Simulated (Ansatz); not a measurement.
# BP: response to strain

Consider BP in the zinc blende structure (space group F-43m, No. 216; a = 4.4905 Å).

Strains are applied to the cell and any free atomic positions relax.

Computed with plane-wave PAW DFT at the LDA level (Ansatz, an electronic-structure program, 420 eV), without spin-orbit coupling.

Candidates:
(a) isotropic strain −1.50 %
(b) isotropic strain +2.00 %
(c) isotropic strain −0.50 %
(d) isotropic strain −3.00 %

Notes on the quantities. energy relative to the base: free energy F.

Problem. Order them by energy relative to the base, highest first.

Solution. (d) isotropic strain −3.00 % (+55 meV/atom), (b) isotropic strain +2.00 % (+21 meV/atom), (a) isotropic strain −1.50 % (+13 meV/atom), (c) isotropic strain −0.50 % (+1.4 meV/atom)

No phonon test of stability was made.
